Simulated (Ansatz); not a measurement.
Start from MgTe in the wurtzite structure (space group P6_3mc, No. 186; a = 4.561 Å, c = 7.413 Å). Axes: x lies along a and z along c of the hexagonal cell.

Now apply this change: biaxial strain +2.15 %, plane normal [001], relaxed out of plane (Cartesian); in-plane vectors clamped, the third vector and the atoms free.

Levels (all Ansatz, a first-principles code, PAW): PBEsol (420 eV, no SOC); HSE06 (420 eV, no spin-orbit coupling).

The geometry is relaxed with PBEsol.

- PBEsol lowest conduction level above the VBM at special points = Γ 2.14 eV; M 2.79 eV; L 3.03 eV

Predict the lowest conduction level above the VBM at special points from HSE06.

The lowest conduction level above the VBM at special points changes from Γ 2.14 eV; M 2.79 eV; L 3.03 eV to Γ 3.10 eV; M 3.62 eV; L 3.89 eV.

Single points use the geometry relaxed with PBEsol. The levels and masses belong to the bands next to the band gap. Stability against distortions was not tested.
